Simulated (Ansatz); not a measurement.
Fluorite CoSi₂, treated with PBE-D3(BJ) (Ansatz, a quantum-chemistry and plane-wave program, PAW).

Numerical settings: plane-wave cutoff 520 eV, 14×14×14 k mesh, Fermi–Dirac smearing 0.1 eV, perturbation theory, no spin polarisation, scalar-relativistic PAW data made under PBE.

Computed at the level's own relaxed cell.

```cif
data_Co4Si8
_chemical_formula_sum 'Co4 Si8'
_space_group_name_H-M_alt 'Fm-3m'
_space_group_IT_number 225
_space_group_name_Hall '-F 4 2 3'
_cell_length_a 5.30405
_cell_length_b 5.30405
_cell_length_c 5.30405
_cell_angle_alpha 90.000
_cell_angle_beta 90.000
_cell_angle_gamma 90.000
loop_
_atom_site_label
_atom_site_type_symbol
_atom_site_symmetry_multiplicity
_atom_site_Wyckoff_symbol
_atom_site_fract_x
_atom_site_fract_y
_atom_site_fract_z
_atom_site_occupancy
Co1 Co 4 a 0.00000 0.00000 0.00000 1
Si1 Si 8 c 0.25000 0.25000 0.25000 1
```
(The calculation used a cell of 3 atoms; values per cell refer to that cell.)

Harmonic phonon frequencies (cm⁻¹; i marks an imaginary mode):

| q point | frequencies |
|---|---|
| Γ | 0 0 0 348 348 348 352 352 352 |
| X | 189 189 272 282 282 298 394 401 401 |
| L | 117 117 309 327 327 359 366 376 376 |

No imaginary mode appears at these points.

Note: the dispersion coefficients are held fixed in the derivatives.
